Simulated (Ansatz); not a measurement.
SnTe under a change: uniaxial strain ε_zz = −2.50 %

The reference is SnTe in the rock salt structure (space group Fm-3m, No. 225; a = 6.289 Å). Axes: x, y, z lie along the cube axes.

Perturbation: the cell is compressed by 2.50 % along z with no lateral relaxation; the atoms relax in the strained cell.

Level of theory: Kohn–Sham DFT with the PBEsol functional, run in Ansatz (an electronic-structure program) with PAW and 420 eV plane waves, scalar-relativistic without spin-orbit coupling. Settings: 13×13×13 k-points, 0.05 eV Fermi–Dirac smearing.

| quantity | base | changed | shift |
|---|---|---|---|
| volume per atom | 31.09 Å³ | 30.32 Å³ | -0.777 Å³ |
| space group | Fm-3m (No. 225) | I4/mmm (No. 139) | – |
| shortest interatomic distance | 5.942 bohr | 5.794 bohr | -0.1486 bohr |
| energy relative to the base (free energy F) | 0 meV/atom | +9.2 meV/atom | +9.2 meV/atom |
| pressure (mean of the normal stresses, compression positive) | -0.01 GPa | 1.35 GPa | +1.36 GPa |
| band gap (uncertain: the edges found look like a band crossing or inverted bands; both cells) | 0.16 eV | 0.23 eV | +0.07 eV |
| stress (xx, yy, zz, yz, xz, xy; compression positive) | – | (0.03, 0.03, 3.98, 0.00, 0.00, 0.00) GPa | – |

With Te present, leaving out spin-orbit coupling can change the band edges. Stability against distortions was not tested. The zero or small gap of SnTe can change with the level of theory.
